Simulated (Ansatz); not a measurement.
## A computed series for Ta: response to strain

The reference is Ta in the bcc (W type) structure (space group Im-3m, No. 229; a = 3.254 Å; relaxed with 0.1 eV smearing). Axes: x, y, z lie along the cube axes.

Strains are applied to the cell and any free atomic positions relax.

The values are results of DFT with LDA, PAW potentials and a 420 eV plane-wave cutoff in Ansatz (an electronic-structure program), spin-orbit coupling left out, not measurements.

Notes on the quantities. energy relative to the base: free energy F.

| uniaxial strain ε_zz (%) | energy relative to the base (meV/atom) |
|---|---|
| 0 | 0.0 |
| 0.5 | 0.4 |
| 1 | 1.6 |
| 1.5 | 3.5 |
| 2 | 6.2 |
| 2.5 | ? |
| 3 | 13.7 |

Problem. Fit ΔE = Aε² + Bε³ (ε in %) to the rows shown and predict the withheld row.

Solution. Least squares on the printed values gives A = 1.60 and B = -0.027 meV/atom (largest residual 0.0 meV/atom); this predicts 9.6 meV/atom, and the run gives 9.6 meV/atom, in agreement.

No phonon test of stability was made. All final runs are without spin polarisation.
